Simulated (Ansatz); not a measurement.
Cost and result by functional for the adsorption energy of SiH3 on the 1x1 (0001) surface of corundum (cut with top plane Al), one in a 1x1 cell, started at the site 'top Al', in Ansatz (plane waves, PAW). Single points on the PBE structure, on one kind of machine; costs are rough ratios of the slab run's core time (references not counted) to the cheapest single point. r2SCAN's cost holds its higher cutoff (500 against 420 eV). Differences are taken against r2SCAN for comparison alone: no measured value is at hand, so the table doesn't rank accuracy. The points keep PBE's geometry, so the relaxation of a polaron and the settling of charge on one site are left out.

Host crystal: corundum, with a band gap (PBE, scalar-relativistic without spin-orbit coupling).

Model: 24-atom slab, 6.7 Å thick at the start under the adsorbate (thin: gaps and levels are the slab's own), 6x6x1 mesh, Fermi-Dirac 0.01 eV, dipole correction, 9 atoms held, the rest relaxed; held to the start's symmetry, so lower structures may exist; spin-polarised, ending with about 1.0 μB a cell; orders that need a larger cell were not tried, no spin-orbit, no U, no dispersion correction. At the end it is bonded to Al. In PBE it is, or lies within 0.03 eV of, the lowest of the starts that converged. These notes are the PBE run's. RPBE: The program's check for a lower electronic state was not made. r2SCAN: The program's check for a lower electronic state was not made. Adsorption energies are against SiH4(g) − ½ H2(g). A negative adsorption energy means that the adsorbate is more stable on the surface than in its reference.

```
functional                     relative cost  adsorption energy (eV)  less r2SCAN (eV)
-----------------------------  -------------  ----------------------  ----------------
RPBE                                       1                    1.39              0.15
r2SCAN                                     2                    1.24              0.00
PBE (the relaxed run's value)              –                    1.30              0.06
```

The values span 0.15 eV, while the single points' costs differ by a factor of roughly 2. Differences are of unrounded values.

Ansatz is an electronic-structure program.
